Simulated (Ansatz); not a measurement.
The structure below was relaxed with PBEsol/PAW in Ansatz (a quantum-chemistry and plane-wave program), spin-orbit coupling left out, at pressure 0.3 GPa.

Space group I4₁32 (No. 214); a = 6.0150 Å, b = 6.0150 Å, c = 6.0150 Å, α = 90.00°, β = 90.00°, γ = 90.00°

| atom | site | symmetry | x | y | z |
|---|---|---|---|---|---|
| P | 8a | .32 | 0.1250 | 0.1250 | 0.1250 |

Q: Write out a cell with all atoms.

A: 
```xyz
8
Lattice="6.0150 0.0000 0.0000 0.0000 6.0150 0.0000 0.0000 0.0000 6.0150" Properties=species:S:1:pos:R:3 pbc="T T T"
P      2.2556     0.7519     5.2631
P      0.7519     5.2631     2.2556
P      5.2631     2.2556     0.7519
P      0.7519     0.7519     0.7519
P      5.2631     3.7594     2.2556
P      3.7594     2.2556     5.2631
P      2.2556     5.2631     3.7594
P      3.7594     3.7594     3.7594
```
This is the conventional cell.

Load acts through the strain it causes; cell and atoms are relaxed under it. Stability against distortions was not tested. The cell was made from P (space group I4_132, No. 214; a hypothetical phase, not in the database extracts checked) by this change: pressure 0.3 GPa.
